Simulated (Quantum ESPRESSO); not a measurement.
Worked example: self-consistent single point of NaH (Fm-3m, 2 atoms in the cell) in Quantum ESPRESSO.

Computed with PBE, PseudoDojo standard norm-conserving (PBE) pseudopotentials (plane waves; Quantum ESPRESSO).

```
CELL_PARAMETERS angstrom
     -2.38427     0.00000     2.38427
      0.00000     2.38427     2.38427
     -2.38427     2.38427     0.00000
ATOMIC_POSITIONS crystal
  Na 0.00000 0.00000 0.00000
  H  0.50000 0.50000 0.50000
```

Reference input (self-consistent single point, DFT, PBE, plane waves, PseudoDojo standard norm-conserving (PBE) pseudopotentials): ecutwfc = 90 Ry; occupations = smearing; smearing = gaussian; degauss = 0.00147 Ry; potentials = {Na: Na.upf, H: H.upf}; K_POINTS = automatic 10 10 10 0 0 0; conv_thr = 1e-10 Ry. This run's input differs from it in these lines:

```diff
@@ -13,3 +13,3 @@
     ntyp = 2
-    ecutwfc = 90
+    ecutwfc = 45
     occupations = 'smearing'
```

Output (repeated stretches shortened):

```
     Self-consistent Calculation

     iteration #  1     ecut=    45.00 Ry     beta= 0.70

     total energy              =     -92.20058351 Ry
     estimated scf accuracy    <       0.13528959 Ry

     iteration #  2     ecut=    45.00 Ry     beta= 0.70

     total energy              =     -92.22602390 Ry
     estimated scf accuracy    <       0.00339682 Ry

     iteration #  3     ecut=    45.00 Ry     beta= 0.70

     total energy              =     -92.22669287 Ry
     estimated scf accuracy    <       0.00013623 Ry

   [... 2 blocks of this kind left out ...]

     iteration #  6     ecut=    45.00 Ry     beta= 0.70

     total energy              =     -92.22670165 Ry
     estimated scf accuracy    <          2.8E-09 Ry

     iteration #  7     ecut=    45.00 Ry     beta= 0.70
     End of self-consistent calculation

     the Fermi energy is     2.6750 ev

!    total energy              =     -92.22670165 Ry
     estimated scf accuracy    <          3.5E-11 Ry
     smearing contrib. (-TS)   =      -0.00000000 Ry
     internal energy E=F+TS    =     -92.22670165 Ry

     convergence has been achieved in   7 iterations

     Forces acting on atoms (cartesian axes, Ry/au):

     atom    1 type  1   force =     0.00000000    0.00000000    0.00000000
     atom    2 type  2   force =     0.00000000    0.00000000   -0.00000000

     Total force =     0.000000     Total SCF correction =     0.000000

          total   stress  (Ry/bohr**3)                   (kbar)     P=    -1406.55
  -0.00956151  -0.00000000  -0.00000000        -1406.55       -0.00       -0.00
  -0.00000000  -0.00956151  -0.00000000           -0.00    -1406.55       -0.00
  -0.00000000  -0.00000000  -0.00956151           -0.00       -0.00    -1406.55

   JOB DONE.
```

The run converged in 7 iterations. Against the reference run the free energy rises by 2.70 eV/atom, the pressure goes from 1.03 to -140.7 GPa and the gap on the mesh goes from 3.852 to 3.746 eV.

The starting cell comes from a database of computed structures (which also holds hypothetical and non-ambient phases and stackings), without a prior relaxation at this level. Its lattice was rescaled by a random factor within 2.5 % of one. At the lowered cutoff the pressure carries the error of an incomplete plane-wave basis.
